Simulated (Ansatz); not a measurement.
**Band edges of zincblende GaP (F-43m) under uniaxial stress along [111]**

Cell and atoms are relaxed with r2SCAN to each stress (compression positive); bands and masses by r2SCAN with spin-orbit coupling, rigid bands (plane waves, PAW; Ansatz, a program for electronic structure). Strains are changes of length against the unloaded cell.

Space group F-43m (No. 216); a = 5.451 Å, b = 5.451 Å, c = 5.451 Å, α = 90.00°, β = 90.00°, γ = 90.00°

| atom | site | symmetry | x | y | z |
|---|---|---|---|---|---|
| Ga | 4a | -43m | 0.0000 | 0.0000 | 0.0000 |
| P | 4d | -43m | 0.7500 | 0.7500 | 0.7500 |
(The calculation used a cell of 2 atoms; values per cell refer to that cell.)

| stress (GPa) | strain [111] (%) | strain [1−10] (%) | gap (eV) | mean mₑ* |
|---|---|---|---|---|
| -2.00 | 1.18 | -0.20 | 1.786 | 0.34 |
| -1.00 | 0.59 | -0.10 | 1.805 | 0.34 |
| 0 | 0 | 0 | 1.819 | 0.34 |
| 1.00 | -0.58 | 0.10 | 1.786 | 0.34 |
| 2.00 | -1.15 | 0.21 | 1.741 | 0.34 |

[111] is the direction of the load; [11−2] strains as [1−10]. Masses are conductivity masses at 300 K in electron masses, harmonic means over x, y and z.

From the two loads next to zero, find the Young modulus and the ratio of transverse to axial strain.

Between -1.00 and 1.00 GPa the strain along [111] changes by -1.17 % and that along [1−10] by 0.20 %. The modulus is 2.00/0.0117 = 171 GPa and the ratio of the strains 0.17 (r2SCAN, atoms relaxed).

How fast does the gap move on either side of zero load?

Under tension, (1.786 − 1.819) eV over -2.00 GPa = 16 meV/GPa, or about -2.8 eV per unit strain; under compression, (1.741 − 1.819) eV over 2.00 GPa = -39 meV/GPa, or about 6.8 eV per unit strain. The two slopes part by 55 meV/GPa; gaps are resolved to about 0.01 eV, which allows 10 meV/GPa, so they differ, even in sign: the gap has a turning point near zero load.

Masses are those of dilute carriers in rigid bands with one relaxation time, without polarons. Third decimals of gaps are kept for the arithmetic. Every relaxation keeps the zincblende phase (space group R3m under this load), so a transition, a distortion that breaks the symmetry or fracture can't show.
